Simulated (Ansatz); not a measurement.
## Evanescent states of Al₂O₃ (R-3c, corundum, 10 atoms a cell, 8.7 Å³ an atom, -7 GPa at this level) along the normal of (100)

Calculation: r2SCAN (plane waves, PAW; Ansatz, a program for electronic structure).

The gap is the functional's own, uncorrected, and κ follows it; spin-orbit coupling is left out. Mid-gap means the computed energy nearest the middle.

Energies count from the valence-band top; κ is the least over a 6×4 mesh across the current.

| E (eV) | κ (1/Å) | where |
|---|---|---|
| 0.15 | 0.147 | Γ |
| 0.47 | 0.221 | Γ |
| 0.78 | 0.268 | Γ |
| 1.08 | 0.303 | Γ |
| 1.40 | 0.329 | Γ |
| 1.71 | 0.349 | Γ |
| 2.02 | 0.365 | Γ |
| 2.33 | 0.377 | Γ |
| 2.63 | 0.386 | Γ |
| 2.94 | 0.391 | Γ |
| 3.25 | 0.394 | Γ |
| 3.56 | 0.393 | Γ |
| 3.88 | 0.389 | Γ |
| 4.18 | 0.383 | Γ |
| 4.50 | 0.372 | Γ |
| 4.80 | 0.359 | Γ |
| 5.12 | 0.340 | Γ |
| 5.42 | 0.317 | Γ |
| 5.74 | 0.287 | Γ |
| 6.04 | 0.248 | Γ |
| 6.36 | 0.193 | Γ |
| 6.67 | 0.098 | Γ |

Q: How thick must the barrier be to attenuate the transmission by 10^6 when the electrodes' Fermi level lies at 5.12 eV, and what attenuation does that film give at 4.18 eV?

A: d = 6 ln 10 / (2 × 0.340) = 20.3 Å. At 4.18 eV it gives 6 × 0.383/0.340 = 6.8 decades.
